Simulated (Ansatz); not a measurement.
LiNO3 (R-3c, No. 167; cell taken from a computed entry) was calculated with r²SCAN-D4 in Ansatz (plane waves, PAW).

Numerical settings: plane-wave cutoff 500 eV, 10×10×10 k mesh, gaussian smearing 0.02 eV, scalar-relativistic PAW data made under PBE.

Cell (relaxed at this level):

```
LiNO3
1.0
    2.32967     1.34504     4.95315
   -2.32967     1.34504     4.95315
    0.00000    -2.69007     4.95315
Li N O
2 2 6
Direct
  0.00000   0.00000   0.00000
  0.50000   0.50000   0.50000
  0.25000   0.25000   0.25000
  0.75000   0.75000   0.75000
  0.51831   0.98169   0.25000
  0.48169   0.01831   0.75000
  0.25000   0.51831   0.98169
  0.75000   0.48169   0.01831
  0.98169   0.25000   0.51831
  0.01831   0.75000   0.48169
```

Question: Predict the band gap.

Answer: 
* **band gap**: 3.68 eV (on the SCF k mesh)

Note: the relaxation could not lower the start's symmetry, so the cell can be a saddle point above a distorted one.

Computed values are for the static lattice.

Ansatz is an electronic-structure program.
